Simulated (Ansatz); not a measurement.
The reference is MgB2 (space group P6/mmm, No. 191; relaxed with 0.1 eV smearing).

```yaml
crystal:
  lattice:
    - [3.06402, 0.00000, 0.00000]
    - [-1.53201, 2.65352, 0.00000]
    - [0.00000, 0.00000, 3.49767]
  atoms:
    - { symbol: Mg, position: [0.00000, 0.00000, 0.00000] }
    - { symbol: B, position: [0.66667, 0.33333, 0.50000] }
    - { symbol: B, position: [0.33333, 0.66667, 0.50000] }
```

Level of theory: PBEsol (Ansatz, a quantum-chemistry and plane-wave program, PAW, no spin-orbit coupling).

Base values:

```
Item        Value
--------  -------
Pressure  0.0 GPa
```

One thing is altered: the cell is scaled by 0.9800 in all directions, atoms relaxed at fixed cell.

**Question.** What does the calculation give for the pressure and energy relative to the base after the change?

**Answer.** The pressure (mean of the normal stresses, compression positive) goes from zero to 10.5 GPa; the energy increases by 18 meV/atom.

The cells carry an imposed strain or load. No phonon test of stability was made. All final runs are without spin polarisation.
